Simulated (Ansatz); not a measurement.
# C: energy against strain

C (diamond, Fd-3m, 5.507 Å³/atom at rest) under an equal strain ε in the (111) plane with the normal axis free, as in a coherent film. LDA in Ansatz, a plane-wave DFT program (PAW, default set), 420 eV, 16×16×16 Γ-centred mesh, Fermi-Dirac smearing 0.05 eV; ions are relaxed within the symmetry of each cell.

Here s stands for strain and y for E less E0.

```csv
strain (%),E less E0 (meV/atom)
-1.25,7.34
-0.83,3.25
-0.42,0.85
0.00,0.00
0.42,0.84
0.83,3.11
1.25,6.94
2.50,?
```

**Question.** Fit y against s with a parabola, and predict the withheld value at s = 2.50.

**Answer.** Least squares gives y = 0.031 - 0.1278·s + 4.5535·s². Residuals (row less fit): 0.034, -0.024, -0.038, -0.031, 0.059, 0.048, -0.046; standard error 0.055 (degrees of freedom: 4). Twice the quadratic coefficient over the volume, 2 × 4.5535 meV × 10⁴ × 0.1602 / 5.507 Å³, is twice the biaxial elastic modulus of this plane = 2650 ± 20 GPa. At the withheld row, y = 0.031 - 0.1278 × 2.50 + 4.5535 × 2.50² = 28.171 meV/atom. The calculation gives 26.78 meV/atom, 1.391 meV/atom below the prediction (5.2 % of the range of y in the table). The row lies outside the fitted rows, so this is an extrapolation. From the scatter of the fitted rows alone, a prediction at this place has a standard error of 0.211 meV/atom, so the miss is 6.6 times that.

One order more, fitted to all 13 runs of the series, follows each within 0.03, so the miss is the next term of a smooth law. Rows are the converged runs of the series near zero and its far end; series whose fitted rows scatter by over a few per cent of the range, as at a crossing or softening among them, aren't shown in this form. Most that stay on the fit to the last digits aren't either.
